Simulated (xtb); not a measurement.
xtb 6.7.1, GFN1-xTB: CSc1cc(F)c(-c2cc(F)c(SC)s2)s1, 24 atoms. The geometry is a generated start, not checked to be a minimum at this level.

| Quantity | Value |
|---|---|
| method | GFN1-xTB |
| --acc | 1 (default) |
| --etemp (K) | 300 (default) |
| detailed input (--input) | none: ANC optimiser, Lindh (1995) Hessian, microcycle=20, maxdispl=1.0, hlow=0.01 (default) |
| basis functions | 104 |
| valence electrons | 86 |

```xyz
24

C     -5.5591    -0.9450     0.9187
S     -4.6776    -1.5717    -0.5294
C     -3.1756    -0.6713    -0.4067
C     -3.0351     0.6971    -0.4148
C     -1.6756     1.0758    -0.3061
F     -1.3075     2.3660    -0.3026
C     -0.7921     0.0202    -0.2231
C      0.6487     0.0416    -0.0958
C      1.5454    -0.9541    -0.4424
C      2.8841    -0.5869    -0.1655
F      3.9095    -1.4129    -0.4207
C      3.0188     0.6662     0.3790
S      4.4732     1.5151     0.8825
C      5.7366     0.8047    -0.1924
S      1.4792     1.3939     0.5695
S     -1.6662    -1.4637    -0.2937
H     -6.5096    -1.4760     1.0188
H     -4.9721    -1.1098     1.8265
H     -5.7697     0.1225     0.8121
H     -3.8559     1.3967    -0.5008
H      1.2653    -1.9049    -0.8776
H      5.9557    -0.2263     0.0967
H      6.6570     1.3867    -0.0927
H      5.4227     0.8360    -1.2394
```

The structure is relaxed from this start with --opt LEVEL for the levels crude, sloppy, loose, lax, normal, tight, vtight, extreme, once each. Up to the end of the extreme run atoms move by at most 1.2 Å along an axis.

Choose the cheapest level whose final energy lies within 20 meV of that of extreme.

sloppy: 19 cycles against 68, ending 9.0 meV above.

```json
[
 {"level": "crude", "cycles": "4", "energy above the extreme run (meV)": "120", "gradient norm (eV/Å)": "0.30"},
 {"level": "sloppy", "cycles": "19", "energy above the extreme run (meV)": "9.0", "gradient norm (eV/Å)": "0.17"},
 {"level": "loose", "cycles": "19", "energy above the extreme run (meV)": "9.0", "gradient norm (eV/Å)": "0.17"},
 {"level": "lax", "cycles": "26", "energy above the extreme run (meV)": "2.0", "gradient norm (eV/Å)": "0.13"},
 {"level": "normal", "cycles": "33", "energy above the extreme run (meV)": "0.58", "gradient norm (eV/Å)": "0.022"},
 {"level": "tight", "cycles": "40", "energy above the extreme run (meV)": "0.29", "gradient norm (eV/Å)": "0.010"},
 {"level": "vtight", "cycles": "65", "energy above the extreme run (meV)": "under 0.01", "gradient norm (eV/Å)": "0.0012"},
 {"level": "extreme", "cycles": "68", "energy above the extreme run (meV)": "—", "gradient norm (eV/Å)": "0.0011"}
]
```
